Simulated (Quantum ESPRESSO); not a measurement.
Input and output of a self-consistent single point for SiO₂ (P3_221, 9 atoms in the cell) (Quantum ESPRESSO).

Method of the run: PBE, GBRV 1.5 ultrasoft (PBE) pseudopotentials (plane waves; Quantum ESPRESSO 7.5).

```yaml
crystal:
  lattice:
    - [4.85314, 0.00000, 0.00000]
    - [-2.42657, 4.20294, 0.00000]
    - [0.00000, 0.00000, 5.36156]
  atoms:
    - { symbol: Si, position: [0.00000, 0.46880, 0.33333] }
    - { symbol: Si, position: [0.53120, 0.53120, 0.00000] }
    - { symbol: Si, position: [0.46880, 0.00000, 0.66667] }
    - { symbol: O, position: [0.14454, 0.73144, 0.54782] }
    - { symbol: O, position: [0.26856, 0.41310, 0.21449] }
    - { symbol: O, position: [0.58690, 0.85546, 0.88115] }
    - { symbol: O, position: [0.73144, 0.14454, 0.45218] }
    - { symbol: O, position: [0.41310, 0.26856, 0.78551] }
    - { symbol: O, position: [0.85546, 0.58690, 0.11885] }
```

Reference input (self-consistent single point, DFT, PBE, plane waves, GBRV 1.5 ultrasoft (PBE) pseudopotentials): ecutwfc = 40 Ry; ecutrho = 200 Ry; occupations = fixed; potentials = {Si: si_pbe_v1.uspp.F.UPF, O: o_pbe_v1.2.uspp.F.UPF}; K_POINTS = automatic 4 4 3 0 0 0; nbnd = 32; conv_thr = 1e-11 Ry; mixing_beta = 0.7. This run's input differs from it in these lines:

```diff
@@ -12,4 +12,4 @@
     ntyp = 2,
-    ecutwfc = 40,
-    ecutrho = 200,
+    ecutwfc = 36,
+    ecutrho = 180,
     occupations = 'fixed',
```

Log, with long lists cut:

```
     Self-consistent Calculation

     iteration #  1     ecut=    36.00 Ry     beta= 0.70

     total energy              =    -222.55528186 Ry
     estimated scf accuracy    <       2.38957476 Ry

     iteration #  2     ecut=    36.00 Ry     beta= 0.70

     total energy              =    -223.29458558 Ry
     estimated scf accuracy    <       1.37389670 Ry

     iteration #  3     ecut=    36.00 Ry     beta= 0.70

     total energy              =    -223.52438970 Ry
     estimated scf accuracy    <       0.01183540 Ry

   [... 7 blocks of this kind left out ...]

     iteration # 11     ecut=    36.00 Ry     beta= 0.70

     total energy              =    -223.53010795 Ry
     estimated scf accuracy    <          2.7E-10 Ry

     iteration # 12     ecut=    36.00 Ry     beta= 0.70
     End of self-consistent calculation

     highest occupied, lowest unoccupied level (ev):     2.7985    9.0834

!    total energy              =    -223.53010795 Ry
     estimated scf accuracy    <          1.5E-12 Ry

     convergence has been achieved in  12 iterations

     Forces acting on atoms (cartesian axes, Ry/au):

     atom    1 type  1   force =    -0.00061481    0.00106489    0.00000000
     atom    2 type  1   force =    -0.00061481   -0.00106489    0.00000000
     atom    3 type  1   force =     0.00122963    0.00000000   -0.00000000
     atom    4 type  2   force =    -0.02610591   -0.00105807    0.01482343
     atom    5 type  2   force =     0.01396927   -0.02207935    0.01482343
     atom    6 type  2   force =     0.01213664    0.02313741    0.01482343
   [... lines left out ...]

     Total force =     0.073612     Total SCF correction =     0.000002

          total   stress  (Ry/bohr**3)                   (kbar)     P=      136.85
   0.00093093   0.00000000   0.00000000          136.94        0.00        0.00
   0.00000000   0.00093093   0.00000000            0.00      136.94        0.00
   0.00000000   0.00000000   0.00092899            0.00        0.00      136.66

   JOB DONE.
```

The run converged in 12 iterations. Against the reference run the free energy rises by 4.0 meV/atom, the pressure goes from 14.51 to 13.68 GPa, the largest force moves little (0.773 to 0.772 eV/Å) and the gap on the mesh stays at 6.285 eV.

The starting cell comes from a database of computed structures (which also holds hypothetical and non-ambient phases and stackings), without a prior relaxation at this level. Its lattice was rescaled by a random factor within 2.5 % of one.
